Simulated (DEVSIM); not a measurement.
Structure: W/SiO2/n-Si capacitor, at 300 K.

Layer 1 from the left is SiO2, thickness (nm) 2.50. Layer 2 from the left is Si, thickness (nm) 2800, Nd (cm⁻³) 4.3e16.

Metal gate on the left, work function 4.6 eV. Fixed charge at the semiconductor interface 0 cm⁻² (in units of +e); no interface traps.

This is a model device: material constants are rounded textbook-type values typed into the input, and sizes, dopings and lifetimes were drawn at random. Values at 300 K.

SiO2: gap (eV) 9, affinity (eV) 0.9, permittivity 3.9. Si: gap (eV) 1.124, affinity (eV) 4.05, permittivity 11.7, Nc (cm⁻³) 2.86e19, Nv (cm⁻³) 3.1e19.

Problem. Estimate by hand the flat-band voltage, the threshold voltage, and compare with a numerical solution.

Solution. 
- Flat-band voltage: C = 1.38 μF/cm², work-function difference 0.382 V; VFB = φms − qNf/C = 0.38 V; numerical 0.38 V.
- Threshold voltage: φF = 0.393 V, depletion charge √(4εqNφF) = 1.06e-7 C/cm²; VT = VFB − 2φF − Qd/C = -0.48 V; numerical -0.48 V.

Model (solved in DEVSIM): 1D Poisson equation in equilibrium, Boltzmann statistics, complete ionisation; no quantum confinement or tunnelling. Metal contacts follow the ideal Schottky-Mott rule: no Fermi-level pinning, no interface dipoles.
